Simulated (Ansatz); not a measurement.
Ansatz (a first-principles code), DFT, HSE06, plane waves, its default PAW files: cubic fluorite ZrO2, atoms displaced (Zr4O8), 12 atoms. Basis and mesh were picked for this test and aren't claimed converged.

| Quantity | Value |
|---|---|
| cell | 5.09, 5.09, 5.09 Å; 90, 90, 90° |
| distance to the nearest atom | 2.12 to 2.19 Å |
| task | single point |
| k mesh | 2×2×2 |
| hamiltonian.xc | hse06 |
| kind of files | paw |
| scf.occupations.method | fixed |
| output.forces | true |
| accuracy | medium (default) |
| basis.precision | auto (default) |
| basis.xc_grid | 2 (default) |
| scf.eigensolver.kind | auto (default) |
| scf.mixing.algorithm | auto (default) |
| scf.mixing.preconditioner | auto (default) |
| scf.convergence.dr2_threshold | 1e-07 (default) |
| scf.lower_state_search | light (default) |
| k-points after symmetry | 8 |
| bands at the start | 60 |
| electrons | 96 |
| plane waves at Γ | 2553 |
| cutoff (eV) | 420 |
| FFT grid | 36×36×36 |
| symmetry operations | 1 |

It runs on a single node (Arm Neoverse V2, 96 cores on 1 socket, no SMT, 1 L3 cache group).

Each time is the median wall time of two to five repeats, run one at a time on the otherwise empty machine; start-up is included. Unless noted, each process is bound to its own block of adjacent cores. The build: release build for Arm (Neoverse V2), one process with threads; another build can shift the numbers. Scratch files lie in a memory file system.

All on 32 threads. The candidates, on 32 cores each, agree within 1.0 meV/atom in energy, 10 meV/Å in forces (largest component):
A. --max-ram 3040MiB
B. --max-ram 2250MiB
C. --max-ram 13700MiB
D. --max-ram 200GiB

Problem. Pick the fastest of these ways to run it.

Solution. C and D, at 3.5 s, level within 8 % or the scatter of repeats. At the other end B takes 2.3× as long.

```
candidate  wall time            repeats  SCF iterations (all cycles of the run, searches included)
---------  ---------  -----------------  ---------------------------------------------------------
C              3.5 s  3 runs within 1 %                                                         17
D              3.5 s  3 runs within 1 %                                                         17
A              5.2 s  3 runs within 1 %                                                         17
B              8.2 s  3 runs within 1 %                                                         17
```

From the slowest to the fastest: The plan models 2.2 GiB in the first run and 3.1 GiB in the second, and the runs differ in these notices: slots_ram_shed, symmetrized_points_ram_capped. What the program resolved moves too: eigensolver slots from 3 to 8. In the fastest run the program took: scf.mixing.algorithm MSR1, scf.mixing.preconditioner none, scf.eigensolver.kind davidson, --slots 8, --kpoint-pools 1.

Keys are those of Ansatz 0.2.
